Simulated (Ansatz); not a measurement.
# A self-consistent single point of Cs₂AgSbCl₆ (Fm-3m, 10 atoms in the cell) with Ansatz

Computed with PBEsol, default PAW files made with PBE (plane waves; Ansatz, a quantum-chemistry and plane-wave program).

Input as run:

Ansatz 0.2 input:
```yaml
# Cs2AgSbCl6
crystal:
  lattice:
    - [0.000000, 5.245061, 5.245061]
    - [5.245061, 0.000000, 5.245061]
    - [5.245061, 5.245061, 0.000000]
  atoms:
    - { symbol: Cs, position: [0.250000, 0.250000, 0.250000] }
    - { symbol: Cs, position: [0.750000, 0.750000, 0.750000] }
    - { symbol: Ag, position: [0.500000, 0.500000, 0.500000] }
    - { symbol: Sb, position: [0.000000, 0.000000, 0.000000] }
    - { symbol: Cl, position: [0.749100, 0.250900, 0.250900] }
    - { symbol: Cl, position: [0.250900, 0.749100, 0.749100] }
    - { symbol: Cl, position: [0.250900, 0.749100, 0.250900] }
    - { symbol: Cl, position: [0.749100, 0.250900, 0.749100] }
    - { symbol: Cl, position: [0.250900, 0.250900, 0.749100] }
    - { symbol: Cl, position: [0.749100, 0.749100, 0.250900] }
basis:
  ecutwfc: 420.0
kpoints:
  mp_grid: { grid: [4, 4, 4] }
hamiltonian:
  xc: pbesol
  pseudopotentials: { kind: paw }
scf:
  occupations: { method: methfessel_paxton, width: 0.05 }
output:
  forces: true
  eigenvalues: true
  stress: true
```

Log, with long lists cut:

```
WARN ansatz: RAYON_NUM_THREADS=1 ignored (pool sized by the plan → 1); use --threads N
Pseudopotentials: kind: paw
Pseudopotential: Cs, paw, valence charge 9
Pseudopotential: Ag, paw, valence charge 19
Pseudopotential: Sb, paw, valence charge 15
Pseudopotential: Cl, paw, valence charge 7
Crystal: 10 atoms, lattice volume = 288.590 Å³
Basis set: ecut = 420 eV, 5673 PW (Γ), exchange–correlation on 100×100×100 points (8 copies of the dense FFT grid, shifted against one another)
Bands: 57, of which v1, the nominal top of the filled ones, is band 47 counted from 1 (46 counted from 0)
Symmetry: 48 space group operations
Space group: Fm-3m (ITA 225), of the structure as read, at distance tolerance 6.6e-5 Å
k-points: 8 of 64
PAW frozen core: Cs, regenerated for the run's functional, and the local potential with it
PAW frozen core: Ag, regenerated for the run's functional, and the local potential with it
PAW frozen core: Sb, regenerated for the run's functional, and the local potential with it
PAW frozen core: Cl, regenerated for the run's functional, and the local potential with it
Initial density: superposition of atomic densities (neutral atoms: chi_scale 0, normalization atom), corrected by the library's trained network
Initial wavefunctions: pseudopotential atomic-orbital guess
Eigensolver: davidson
Functional: x = pbesol(κ = 0.804, μ = 0.12345679012345678), c = pbesol(β = 0.046)
SCF iter   1: F=—  HF=-31479.731975 eV  |F-HF|=—  |Δ(HF+E_count)|=         —  Δρ=5.03e-3  dr2=9.98e-2  ethr=1.77e-3  ⟨swp⟩=10.1  Hψ=2206  notcnv=0  defer=7
all-band conjugate gradients solve this SCF's bands
preconditioner: auto → Resta (q_TF=auto, 2.263 Å⁻¹)
SCF iter   2: F=—  HF=-31479.705082 eV  |F-HF|=—  |Δ(HF+E_count)|=   2.69e-2  S|Δr|=    0.00e0  Δρ=1.64e-3  dr2=1.02e-2  ethr=1.06e-4  ⟨swp⟩=2.0  Hψ=837  notcnv=0  defer=22
SCF iter   3: F=—  HF=-31479.703198 eV  |F-HF|=—  |Δ(HF+E_count)|=   1.88e-3  S|Δr|=    0.00e0  Δρ=6.92e-4  dr2=1.26e-3  ethr=1.08e-5  ⟨swp⟩=2.0  Hψ=717  notcnv=0  defer=22
SCF iter   4: F=—  HF=-31479.703281 eV  |F-HF|=—  |Δ(HF+E_count)|=   8.30e-5  S|Δr|=    0.00e0  Δρ=2.67e-4  dr2=1.92e-4  ethr=1.34e-6  ⟨swp⟩=2.0  Hψ=789  notcnv=0  defer=22
SCF iter   5: F=—  HF=-31479.703407 eV  |F-HF|=—  |Δ(HF+E_count)|=   1.26e-4  S|Δr|=    0.00e0  Δρ=4.73e-5  dr2=9.65e-6  ethr=2.04e-7  ⟨swp⟩=2.0  Hψ=638  notcnv=0  defer=22
SCF iter   6: F=—  HF=-31479.703325 eV  |F-HF|=—  |Δ(HF+E_count)|=   8.16e-5  S|Δr|=    0.00e0  Δρ=1.66e-5  dr2=1.39e-6  ethr=1.03e-8  ⟨swp⟩=2.0  Hψ=694  notcnv=0  defer=22
SCF iter   7: F=-31479.703327 eV  HF=-31479.703327 eV  |F-HF|=3.78e-8  |Δ(HF+E_count)|=   1.53e-6  S|Δr|=    0.00e0  Δρ=3.30e-6  dr2=5.58e-8  ethr=1.06e-10  ⟨swp⟩=13.4  Hψ=2559  notcnv=0
SCF 1 converged in 7 iterations: F = -31479.703327 eV  dr2 = 5.58e-8
SCF converged after 7 iterations
Stability not checked (fill_not_monotonic)
Free energy (F): -31479.703327 eV
Harris-Foulkes:  -31479.703327 eV  (|F-HF|=3.78e-8)
Internal energy: -31479.703327 eV  (E = F + TS)
E sigma→0 (E₀):  -31479.703327 eV
Fermi energy:    6.075045 eV
Step filling:    the computed levels leave a gap of 1.0684 eV = 21.4 smearing widths
--- Per-component energies (eV) ---
  E_band       = -816.343128
  E_kinetic    = 1985.832941
  E_local      = -8190.682547  (includes V_loc(G=0)·N_el)
  E_nonlocal   = 684.695273
  E_hartree    = 3473.013471
  E_xc         = -1302.484102
  E_vxc        = -1311.411676  (∫ρ·V_xc dr)
  E_paw        = -22151.474664  (= ΣΔE_a)
  E_vpaw       = -930.806938  (= ΣTr[D̂ρ^β])
  E_aug_tail   = 0.000844  (compensation charges beyond the density's cutoff)
  E_ewald      = -5980.018051
  E_core_change = 1.413509  (= ΣΔE_core)
  E_smearing   = 0.000000  (= −TS)
  E_closure    = -0.000000  (closes the sum)
  Σ components = -31479.703327   (vs F -31479.703327, Δ=0.00e0)
--- Forces (eV/Å), atoms counted from 1 ---
  atom   1  Cs     0.00000000    -0.00000000     0.00000000
  atom   2  Cs     0.00000000    -0.00000000     0.00000000
  atom   3  Ag     0.00000000    -0.00000000     0.00000000
  atom   4  Sb    -0.00000000     0.00000000     0.00000000
  atom   5  Cl    -0.04878130    -0.00000000     0.00000000
  atom   6  Cl     0.04878130     0.00000000    -0.00000000
  atom   7  Cl     0.00000000    -0.04878130    -0.00000000
  atom   8  Cl    -0.00000000     0.04878130     0.00000000
  atom   9  Cl     0.00000000    -0.00000000    -0.04878130
  atom  10  Cl    -0.00000000     0.00000000     0.04878130
  max |Σ_I F_I| component: 1.39e-17 eV/Å
--- Stress (GPa, compression-positive) ---
        0.733003      -0.000000      -0.000000
       -0.000000       0.733003       0.000000
       -0.000000       0.000000       0.733003
  P = ⅓ Tr σ = 0.7330 GPa (7.330 kbar)
  The stress holds the Pulay correction. Without it, at fixed plane waves, as pw.x and ABINIT print it: P = 0.7234 GPa
--- Band table (eV; the first three rows and the last of 8) ---
  k-point 0: bands = ["-85.0675", "-48.6191", "-48.6191", "-48.6191", "-24.2495", "-24.2495", "-24.2352", "-24.2352", "-24.2352", "-15.4460", "-15.4266", "-10.2324", "-9.5782", "-9.5782", "-9.5782", "-9.3500", "-9.3500", "-4.2549", "-2.4666", [...]
  k-point 1: bands = ["-85.0675", "-48.6191", "-48.6191", "-48.6191", "-24.2495", "-24.2495", "-24.2352", "-24.2352", "-24.2352", "-15.4425", "-15.4287", "-10.1769", "-9.6719", "-9.5599", "-9.5599", "-9.3726", "-9.3726", "-4.1314", "-2.4217", [...]
  k-point 2: bands = ["-85.0675", "-48.6191", "-48.6191", "-48.6191", "-24.2495", "-24.2495", "-24.2352", "-24.2352", "-24.2352", "-15.4349", "-15.4349", "-10.0910", "-9.7950", "-9.5359", "-9.5359", "-9.4010", "-9.4010", "-3.9981", "-2.3492", [...]
  k-point 7: bands = ["-85.0675", "-48.6191", "-48.6191", "-48.6191", "-24.2495", "-24.2495", "-24.2352", "-24.2352", "-24.2352", "-15.4345", "-15.4345", "-10.0722", "-9.7216", "-9.5872", "-9.5872", "-9.4399", "-9.3803", "-3.9923", "-2.2982", [...]
```

The run converged in 7 iterations.

The starting cell was generated: these elements placed on a structure prototype, without a prior relaxation; it need not be a known phase or ordering of this composition. Spin-orbit coupling is off. Ansatz's pressure includes its estimate of the finite-basis (Pulay) stress.
